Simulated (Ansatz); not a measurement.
## ZrSnO3 (model structure, started from the cubic perovskite type, Pm-3m, No. 221, 5 atoms in the cell)

Level of theory: HSE06+SOC (Ansatz, a quantum-chemistry and plane-wave program, PAW).

Numerical settings: plane-wave cutoff 460 eV, 6×6×6 k mesh, Fermi–Dirac smearing 0.01 eV, PAW data made under PBE.

Cell (relaxed with PBEsol):

Space group Pm-3m (No. 221); a = 4.1284 Å, b = 4.1284 Å, c = 4.1284 Å, α = 90.00°, β = 90.00°, γ = 90.00°

```tsv
atom	site	symmetry	x	y	z
Sn	1a	m-3m	0.0000	0.0000	0.0000
Zr	1b	m-3m	0.5000	0.5000	0.5000
O	3c	4/mm.m	0.0000	0.5000	0.5000
```

```json
{
  "band_gap": "2.62 eV (on the SCF k mesh) (direct)",
  "Γ–Γ gap": "5.75 eV"
}
```

Note: the relaxation could raise the start's symmetry but not lower it, so the cell can be a saddle point; cell and atoms aren't relaxed at this level (pressure 0.9 GPa).

Computed values are for the static lattice.

The result took very roughly 21 core-minutes.

A model structure was made by putting elements into a prototype or built by hand; it is no filed structure, need not be a known phase, and can be a saddle point held by its symmetry.
